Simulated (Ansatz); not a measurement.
Ansatz (a quantum-chemistry and plane-wave program) run on La₃Hg (I4/mmm, 4 atoms in the cell): relaxation of cell and atoms.

Computed with LDA (PW92), PAW files made with PBE (plane waves; Ansatz).

```
CELL_PARAMETERS angstrom
     -2.47086     2.47086     5.22091
      2.47086    -2.47086     5.22091
      2.47086     2.47086    -5.22091
ATOMIC_POSITIONS crystal
  La 0.75000 0.25000 0.50000
  La 0.25000 0.75000 0.50000
  La 0.50000 0.50000 0.00000
  Hg 0.00000 0.00000 0.00000
```

Reference input (self-consistent single point, DFT, LDA (PW92), plane waves, PAW files made with PBE): basis.ecutwfc = 420 eV; kpoints.mp_grid.grid = 7 7 7; hamiltonian.xc = lda; hamiltonian.pseudopotentials = {kind: paw} (the program's default PAW files); scf.occupations.method = fermi_dirac; scf.occupations.width = 0.1 eV. This run's input differs from it in these lines:

```diff
@@ -24,2 +24,4 @@
     width: 0.1 eV
+relax:
+  cell: {}
 output:
```

Output, abridged:

```
   [... SCF lines of the steps left out ...]
relax step   1: F+E_penalty+E_count = -31753.94777432 eV  Δ(F+E_penalty+E_count) = +0.000e0 eV  max|allowed force component| = 3.469e-18 eV/Å  Δτ_max = 0.0000 Å  P = -4.394 GPa  Ω = 127.497 Å³  (12 SCF iters, dr2 threshold 1.00e-7 eV, accepted)
relax step   2: F+E_penalty+E_count = -31754.15472679 eV  Δ(F+E_penalty+E_count) = -2.070e-1 eV  max|allowed force component| = 3.469e-18 eV/Å  Δτ_max = 0.0000 Å  P = +0.407 GPa  Ω = 112.920 Å³  energy of the carried Pulay correction = +1.290e-3 eV  [...]
   [... lines left out ...]
relax step   4: F+E_penalty+E_count = -31754.15998611 eV  Δ(F+E_penalty+E_count) = -7.510e-4 eV  max|allowed force component| = 1.561e-17 eV/Å  Δτ_max = 0.0000 Å  P = -0.006 GPa  Ω = 113.666 Å³  energy of the carried Pulay correction = +1.222e-3 eV  [...]
relax step   5: F+E_penalty+E_count = -31754.15902456 eV  Δ(F+E_penalty+E_count) = +9.615e-4 eV  max|allowed force component| = 5.204e-18 eV/Å  Δτ_max = 0.0000 Å  P = -0.011 GPa  Ω = 113.666 Å³  stress off target by 3.90e-2 GPa  SCF on the basis [...]
basis re-selected at this cell: Δ(F+E_penalty+E_count) = +9.615e-4 eV, ΔP = -0.005 GPa vs the last step
the relaxation is at rest under the 16 symmetry operations that the run kept from its start: a minimum is not shown …
Stability not checked: this state was not tested for a lower state beside it, because too few of the mixer's solves of this state at the end of the SCF gave a …
Free energy (F): -31754.159025 eV
Internal energy: -31753.994287 eV  (E = F + TS)
   [... lines left out ...]
Fermi energy:    13.877950 eV
  cell:  # Å, volume = 113.6660 Å³
   [... lines left out ...]
    - [2.393817299083206, 2.393817299083206, -4.958937428079452]
  atoms:
    - { symbol: La, position: [0.75, 0.24999999999999994, 0.49999999999999994] }
    - { symbol: La, position: [0.24999999999999994, 0.75, 0.49999999999999994] }
    - { symbol: La, position: [0.5, 0.5, -4.483030793916679e-34] }
    - { symbol: Hg, position: [1.727127854019786e-34, -2.098613254151838e-34, -6.683248493781707e-35] }
```

The run converged. 

Summary of the result:
Free energy E − TS (on the zero of these files): -31754.1590 eV
Fermi level (on the code's own zero): 13.88 eV
Pressure: -0.01 GPa
Final cell: a = b = c = 6.0043 Å, α = β = 133.01°, γ = 68.64°
Final volume per atom: 28.42 Å³
Relaxation steps: 5

The starting cell comes from a database of computed structures (which also holds hypothetical and non-ambient phases and stackings), without a prior relaxation at this level. Its lattice was rescaled by a random factor within 2.5 % of one. The relaxation keeps the symmetry of its start, so its end need not be a minimum. Ansatz's pressure includes its estimate of the finite-basis (Pulay) stress.

Cost on one core of a shared machine: roughly 40 s.

Keys are those of Ansatz 0.2.
